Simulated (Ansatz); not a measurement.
Input:

End structure of a constructed model of the (0001) surface of hcp Mg, a pseudomorphic layer of Zn in the host's stacking (bottom of the slab: a bare face, its two planes held):

```
CELL_PARAMETERS angstrom
      3.19902     0.00000     0.00000
     -1.59951     2.77043     0.00000
      0.00000     0.00000    31.00000
ATOMIC_POSITIONS crystal
  Mg 0.66667 0.33333 0.25830
  Mg 0.33333 0.66667 0.34184
  Mg 0.66667 0.33333 0.42609
  Mg 0.33333 0.66667 0.51002
  Mg 0.66667 0.33333 0.59387
  Mg 0.33333 0.66667 0.67835
  Zn 0.66667 0.33333 0.75226
```

Set-up: 7 atoms, 15.0 Å thick at the start; mesh 13x13x1; 0.1 eV smearing; dipole correction on; single point; on the structure that PBE left under its start's symmetry; no spin, no spin-orbit, no U. It is one candidate, not shown to be the stable structure of the face.

Problem. What is the computed work function of the top face (r2SCAN, at the PBE geometry (Ansatz, a program for electronic structure))?

Solution. 4.25 eV
